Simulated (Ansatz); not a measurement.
Consider SrCl2 in the fluorite structure (space group Fm-3m, No. 225; a = 6.9078 Å).

The values are results of PBEsol (Ansatz, an electronic-structure program; PAW; 420 eV plane waves; scalar-relativistic without spin-orbit coupling), not measurements.

Before the change:

```
Quantity                                 Value
-----------------------------  ---------------
Gap character                  indirect, X → Γ
Width of the top valence band          1.10 eV
```

One thing is altered: every lattice vector is shortened by 3.00 %, atoms relaxed at fixed cell.

### Question
Predict the new gap character and width of the top valence band.

### Answer
The gap character goes from indirect, X → Γ to direct at X; the width of the top valence band rises by 0.13 eV to 1.23 eV.

The cells carry an imposed strain or load. Stability against distortions was not tested.
